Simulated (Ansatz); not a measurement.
The starting structures come from a database of crystals and need not be the phases stable at ambient conditions.

Consider the following.

```
CELL_PARAMETERS angstrom
      6.76185     0.00000     0.00000
      0.00000     7.15876     0.00000
      0.00000     0.00000     9.80481
ATOMIC_POSITIONS crystal
  Sr 0.52499 0.92002 0.25000
  Sr 0.47501 0.07998 0.75000
  Sr 0.02499 0.57998 0.75000
  Sr 0.97501 0.42002 0.25000
  Zr 0.00000 0.00000 0.00000
  Zr 0.50000 0.50000 0.00000
  Zr 0.50000 0.50000 0.50000
  Zr 0.00000 0.00000 0.50000
  S  0.59807 0.48020 0.75000
  S  0.40193 0.51980 0.25000
  S  0.09807 0.01980 0.25000
  S  0.90193 0.98020 0.75000
  S  0.80773 0.69692 0.05030
  S  0.19227 0.30308 0.94970
  S  0.30773 0.80308 0.94970
  S  0.69227 0.19692 0.05030
  S  0.69227 0.19692 0.44970
  S  0.30773 0.80308 0.55030
  S  0.19227 0.30308 0.55030
  S  0.80773 0.69692 0.44970
```

Space group of this cell: Pnma. The cell is taken as given; by PBEsol its mean pressure is -2.5 GPa.

Transport runs along the normal of the first two printed cell vectors.

The gap is the functional's own, uncorrected, and κ follows it; spin-orbit coupling is left out. Mid-gap values are interpolated between the computed energies.

Q: Estimate the band gap and the smallest decay constant κ at mid-gap that Ansatz (a program for electronic structure) with PBEsol returns for this system.

A: Gap 1.15 eV on a 6×4×4 mesh; κ = 0.147 1/Å, at the zone centre.
